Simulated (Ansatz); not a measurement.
An Ansatz (a first-principles code) run: WSi2 with a change (tensor shear ε_xz = +2.00 %); LDA, PAW, 420 eV (Ansatz; no spin-orbit coupling).

Input:

Ansatz 0.2 input:
```yaml
crystal:
  lattice:
    - [-1.5149070275, 1.5926383249, 3.8547121024]
    - [1.6703696223, -1.5926383249, 3.9184176354]
    - [1.5149070275, 1.5926383249, -3.8547121024]
  atoms:
    - { symbol: Si, position: [0.6653461416, 0.6653461416, 0] }
    - { symbol: Si, position: [0.3346538584, 0.3346538584, 0] }
    - { symbol: W, position: [0, 0, 0] }
basis: { ecutwfc: 420, ecutrho_ratio: 4, xc_grid: 2, fft_grid_basis: typed }
kpoints: { mp_grid: { grid: [25, 25, 25] } }
hamiltonian:
  xc: lda
  dispersion: none
  pseudopotentials: { kind: paw }
scf: { occupations: { method: fermi_dirac, width: 0.1 }, convergence: { dr2_threshold: 0.0000000003 } }
relax: { f_tol: 0.005, max_steps: 50 }
output: { forces: true, stress: true }
checkpoint: { write: state.ck, write_every: 1000 }
```

Output (explanatory and most iteration lines left out):

```
Relaxation: its limit of steps is 50 (relax.max_steps)
Pseudopotential: Si, paw, valence charge 4
Pseudopotential: W, paw, valence charge 14
Crystal: 3 atoms, lattice volume = 39.417 Å³
Basis set: ecut = 420 eV, 777 PW (Γ), exchange–correlation on 60×64×60 points (8 copies of the dense FFT grid, shifted against one another)
Bands: 15, of which v1, the nominal top of the filled ones, is band 11 counted from 1 (10 counted from 0)
Symmetry: 4 space group operations
Space group: C2/m (ITA 12), of the structure as read, at distance tolerance 3.4e-5 Å
k-points: 4069 of 15625
Functional: x = slater, c = lda
SCF iter   1: F=—  HF=-11348.427367 eV  |F-HF|=—  |Δ(HF+E_count)|=         —  Δρ=6.61e-3  dr2=1.60e-2  ethr=1.77e-3  ⟨swp⟩=5.0  Hψ=354570  notcnv=0
SCF iter   2: F=—  HF=-11348.424179 eV  |F-HF|=—  |Δ(HF+E_count)|=   3.19e-3  Δρ=3.39e-3  dr2=2.63e-3  ethr=7.27e-5  ⟨swp⟩=1.0  Hψ=93600  notcnv=0
SCF 1 converged in 7 iterations: F = -11348.423572 eV  dr2 = 4.16e-11
relax step   1: F+E_penalty+E_count = -11348.42357169 eV  Δ(F+E_penalty+E_count) = +0.000e0 eV  max|allowed force component| = 6.586e-2 eV/Å  Δτ_max = 0.0000 Å  (7 SCF iters, accepted)
Crystal: 3 atoms, lattice volume = 39.417 Å³
SCF iter   1: F=—  HF=-11348.423889 eV  |F-HF|=—  |Δ(HF+E_count)|=         —  Δρ=2.56e-4  dr2=3.94e-5  ethr=1.70e-7  ⟨swp⟩=2.0  Hψ=241616  notcnv=0
SCF iter   2: F=—  HF=-11348.423879 eV  |F-HF|=—  |Δ(HF+E_count)|=   9.70e-6  Δρ=1.54e-4  dr2=1.43e-5  ethr=1.70e-7  ⟨swp⟩=1.0  Hψ=61036  notcnv=0
SCF 2 converged in 5 iterations: F = -11348.423874 eV  dr2 = 1.49e-10
relax step   2: F+E_penalty+E_count = -11348.42387422 eV  Δ(F+E_penalty+E_count) = -3.025e-4 eV  max|allowed force component| = 2.635e-2 eV/Å  Δτ_max = 0.0032 Å  (5 SCF iters, accepted)
Crystal: 3 atoms, lattice volume = 39.417 Å³
SCF iter   1: F=—  HF=-11348.423939 eV  |F-HF|=—  |Δ(HF+E_count)|=         —  Δρ=1.74e-4  dr2=1.77e-5  ethr=8.66e-7  ⟨swp⟩=2.2  Hψ=155548  notcnv=0
SCF iter   2: F=—  HF=-11348.423935 eV  |F-HF|=—  |Δ(HF+E_count)|=   4.25e-6  Δρ=1.05e-4  dr2=6.61e-6  ethr=8.05e-8  ⟨swp⟩=1.0  Hψ=93587  notcnv=0
SCF 3 converged in 5 iterations: F = -11348.423932 eV  dr2 = 2.69e-11
relax step   3: F+E_penalty+E_count = -11348.42393202 eV  Δ(F+E_penalty+E_count) = -5.779e-5 eV  max|allowed force component| = 2.108e-3 eV/Å  Δτ_max = 0.0023 Å  (5 SCF iters, accepted)
SCF converged after 5 iterations
Free energy (F): -11348.423932 eV
Internal energy: -11348.413197 eV  (E = F + TS)
E sigma→0 (E₀):  -11348.418564 eV
Entropy (-TS):   -0.010735 eV (-3.578 meV/atom)
Fermi energy:    16.933770 eV
--- Forces (eV/Å), atoms counted from 1 ---
  atom   1  Si     0.00021283     0.00000000     0.00210758
  atom   2  Si    -0.00021283    -0.00000000    -0.00210758
  atom   3  W      0.00000000     0.00000000     0.00000000
--- Stress (GPa, compression-positive) ---
        0.454235       0.000000      -8.497726
        0.000000       0.364322       0.000000
       -8.497726       0.000000       0.354832
  P = ⅓ Tr σ = 0.3911 GPa (3.911 kbar)
--- Relaxed structure (3 steps of the walk, 3 accepted, 0 SCFs on fresh bases) ---
  atoms:
    - { symbol: Si, position: [0.665370923340838, 0.6636528437962335, -0.0017180795446046712] }
    - { symbol: Si, position: [0.3346290766591618, 0.3363471562037665, 0.0017180795446046643] }
    - { symbol: W, position: [3.7209757666937474e-22, -4.502996724197114e-20, -4.540206481864052e-20] }
```

The cells carry an imposed strain or load. Stability against distortions was not tested. The final runs are not spin-polarised. The cell was made from WSi$_{2}$ (space group I4/mmm, No. 139) by this change: tensor shear ε_xz = +2.00 %.
